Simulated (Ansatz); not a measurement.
A (18,0) carbon nanotube, relaxed period 4.272 Å, atoms relaxed at each strain.

```
strain  energy (meV a period)  axial force (nN)
------  ---------------------  ----------------
-0.015                 +455.6            -23.10
+0.015                 +433.8            +21.53
```

Computed with PBE (plane waves to 420 eV, PAW; Ansatz, an electronic-structure program). Mesh 1×1×18. No spin polarisation. One-dimensional cell, images about 11 Å apart. An idealised model, rolled from the flat sheet. Symmetry and one short period hold its shape; lower forms weren't sought. Buckling under compression is shut out by symmetry and the short period. Energies are free energies at a Fermi–Dirac width of 0.05 eV, from the unstrained cell.

Mean diameter 14.17 Å.

Task: Work out the axial stiffness dF/dε in two ways, and what it means for a modulus.

Result: From the forces: (+21.53 − (-23.10))/0.030 = 1488 nN. From the energies: (E₊ + E₋)/(ε² c) = 0.8894 eV/(0.015² × 4.272 Å) = 925.3 eV/Å = 1483 nN. The two agree to within 1 %. Spread over the circumference π × 14.17 Å, the force value is a sheet stiffness of 334 N/m.
